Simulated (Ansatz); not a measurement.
Take MgTe in the wurtzite structure (space group P6_3mc, No. 186; a = 4.509 Å, c = 7.338 Å) as the base. Axes: x lies along a and z along c of the hexagonal cell.

Method: Ansatz (a program for electronic structure) LDA, no SOC.

Base values:

The shortest interatomic distance comes out as 2.757 Å and the pressure is 0.00 GPa.

It is then changed as follows: tensile biaxial strain of 3.00 % in the plane normal to [001], as in epitaxy on a mismatched substrate; the out-of-plane cell vector and the atoms relax.

**Question.** Estimate the effect on the ratio −ε⊥/ε∥.

**Answer.** The ratio −ε⊥/ε∥ amounts to 0.95.

**Question.** Estimate the effect on the shortest interatomic distance.

**Answer.** The shortest interatomic distance rises by 0.016 Å to 2.773 Å.

**Question.** What does the calculation give for the pressure after the change?

**Answer.** The pressure (mean of the normal stresses, compression positive) goes from zero to -1.16 GPa.

No phonon test of stability was made.
